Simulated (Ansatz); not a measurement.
## Al on a Zn site (middle of the slab) in a 2x2 cell of the 1x1 (10-10) surface of wurtzite ZnO (cut with top plane O + Zn)

Host crystal: wurtzite ZnO, with a band gap (PBE, scalar-relativistic without spin-orbit coupling).

Method: PBE (plane waves to 420 eV, PAW; Ansatz, a program for electronic structure).

Model: 64-atom slab, 9.4 Å thick at the start (thin: gaps and levels are the slab's own), 3x2x1 mesh, Fermi-Dirac 0.01 eV, dipole correction, 12 atoms held, the rest relaxed; held to the start's symmetry, so lower structures may exist; spin-polarised, no spin-orbit, no U. The slab shows no gap over 0.04 eV on its mesh. The starting moment vanished.

| Property | Value |
|---|---|
| formation energy against fcc Al, hcp Zn | -3.03 eV |
| change of the step from the bottom to the top vacuum level, against the clean slab | 0.14 eV |
| energy released by relaxation | 1.18 eV |
| largest move of a host atom | 0.20 Å |
